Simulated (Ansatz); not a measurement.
Start from Mg in the hcp (Mg type) structure (space group P6_3/mmc, No. 194; relaxed with 0.1 eV smearing).

```
CELL_PARAMETERS angstrom
      3.17512     0.00000     0.00000
     -1.58756     2.74974     0.00000
      0.00000     0.00000     5.16281
ATOMIC_POSITIONS crystal
  Mg 0.66667 0.33333 0.25000
  Mg 0.33333 0.66667 0.75000
```

The values are results of DFT with PBEsol, PAW potentials and a 420 eV plane-wave cutoff in Ansatz (a first-principles code), spin-orbit coupling left out, not measurements.

Strains are applied to the cell and any free atomic positions relax.

One change was made to it. Results:

| quantity | base | after |
|---|---|---|
| energy relative to the base (free energy F) | 0 meV/atom | +0.6 meV/atom |
| pressure (mean of the normal stresses, compression positive) | 0.0 GPa | 0.6 GPa |

Q: Which of these changes matches the shifts?
(A) isotropic strain −1.50 %
(B) isotropic strain +2.00 %
(C) isotropic strain −0.50 %
(D) isotropic strain +3.00 %
(E) isotropic strain +1.00 %

A: C, isotropic strain −0.50 %. For comparison, the energy relative to the base in the other runs: isotropic strain −1.50 % gives +5.5 meV/atom; isotropic strain +1.00 % gives +2.3 meV/atom; isotropic strain +2.00 % gives +8.9 meV/atom; isotropic strain +3.00 % gives +19 meV/atom.

No phonon test of stability was made.
